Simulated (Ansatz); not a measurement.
Here is the system:

```yaml
crystal:
  lattice:
    - [0.00924, 3.18483, 3.18483]
    - [3.18483, 0.00924, 3.18483]
    - [3.19406, 3.19406, 0.00000]
  atoms:
    - { symbol: Sn, position: [0.00000, 0.00000, 0.00000] }
    - { symbol: Te, position: [0.50000, 0.50000, 0.50000] }
```

No spin polarisation.

Computed with r2SCAN (Ansatz, a first-principles code; PAW; 500 eV plane waves; no spin-orbit coupling). k-mesh 13×13×13 (Γ-centred); smearing 0.05 eV (Fermi–Dirac).

Q: Predict the band gap.

A: 0.10 eV.

Q: What smallest direct gap does the calculation give?

A: 0.13 eV.

With Te present, leaving out spin-orbit coupling can change the band edges. The cells carry an imposed strain or load. Whether these cells are dynamically stable was not tested. The cell was made from SnTe in the rock salt structure (space group Fm-3m, No. 225) by this change: tensor shear ε_xy = +0.29 %. The zero or small gap of SnTe can change with the level of theory.
